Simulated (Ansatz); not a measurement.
Base system: AlN in the zinc blende structure (space group F-43m, No. 216; a = 4.342 Å). Axes: x, y, z lie along the cube axes.

All numbers come from Ansatz (a quantum-chemistry and plane-wave program) LDA, no spin-orbit coupling.

Strains are applied to the cell and any free atomic positions relax; under biaxial strain the out-of-plane vector relaxes too.

One change was made to it. Results:

The band gap drops by 0.20 eV (3.25 eV → 3.05 eV); the smallest direct gap increases by 0.156 eV (4.39 eV → 4.54 eV).

Q: Which of these changes matches the shifts?
A. biaxial strain +2.00 %, plane normal [001], relaxed out of plane
B. biaxial strain −3.00 %, plane normal [001], relaxed out of plane
C. biaxial strain −2.00 %, plane normal [001], relaxed out of plane
D. biaxial strain +1.50 %, plane normal [001], relaxed out of plane

A: B, biaxial strain −3.00 %, plane normal [001], relaxed out of plane. For comparison, the smallest direct gap in the other runs: biaxial strain +1.50 %, plane normal [001], relaxed out of plane gives 4.19 eV; biaxial strain +2.00 %, plane normal [001], relaxed out of plane gives 4.12 eV; biaxial strain −2.00 %, plane normal [001], relaxed out of plane gives 4.49 eV.

Stability against distortions was not tested. This is not the structure that AlN has at room temperature and ambient pressure.
